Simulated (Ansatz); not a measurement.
Candidates (primitive cells; geometry: cell and atoms relaxed with PBEsol):
A. La$_{2}$O$_{3}$ (P-3m1), a = b = 3.906 Å, c = 6.040 Å, α = β = 90.00°, γ = 120.00°
B. KCl (Fm-3m), a = b = c = 4.414 Å, α = β = γ = 60.00°
C. ZnInGaO4 (R3m), a = 8.7942 Å, b = 8.7942 Å, c = 8.7942 Å, α = 21.73°, β = 21.73°, γ = 21.73°
D. InP (F-43m), a = b = c = 4.1566 Å, α = β = γ = 60.00°
E. BaS (Fm-3m), a = b = c = 4.4773 Å, α = β = γ = 60.00°

### Question
Rank these by Seebeck coefficient, n-type 1e19 cm⁻³ (lowest first), as r2SCAN, rigid bands in Ansatz (an electronic-structure program) gives it.

### Answer
A (-440 μV/K), E (-305 μV/K), B (-201 μV/K), C (-128 μV/K), D (-59 μV/K)

Seebeck coefficients are for the stated density at 300 K, with one relaxation time for all states and whether or not that doping can be reached. Spin-orbit coupling is left out.

Formula and space group known from diffraction (Crystallography Open Database), not checked to be the room-temperature form: BaS (Fm-3m).
